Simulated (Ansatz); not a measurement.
## Ir, response to strain

Consider Ir in the fcc (Cu type) structure (space group Fm-3m, No. 225; a = 3.8118 Å; relaxed with 0.1 eV smearing).

Strains are applied to the cell and any free atomic positions relax.

All numbers come from LDA (Ansatz, a first-principles code; PAW; 420 eV plane waves; no SOC).

```
isotropic strain (%)  pressure (GPa)
--------------------  --------------
-3                              46.3
-2.5                            37.1
-2                              28.5
-1.5                            20.5
-1                              13.1
0                                0.0
0.5                             -5.8
1                                  ?
2                              -20.7
```

Q: Fit P = P₀ − Bδ + Cδ² with δ = (1 + ε)³ − 1 to the rows shown and predict the withheld row.

A: Least squares on the printed values gives P₀ = -0.2 GPa, B = 413 GPa, C = 1330 GPa (largest residual 0.3 GPa); this predicts -11.5 GPa, and the run gives -11.2 GPa, 0.3 higher.

Whether these cells are dynamically stable was not tested. All final runs are without spin polarisation.
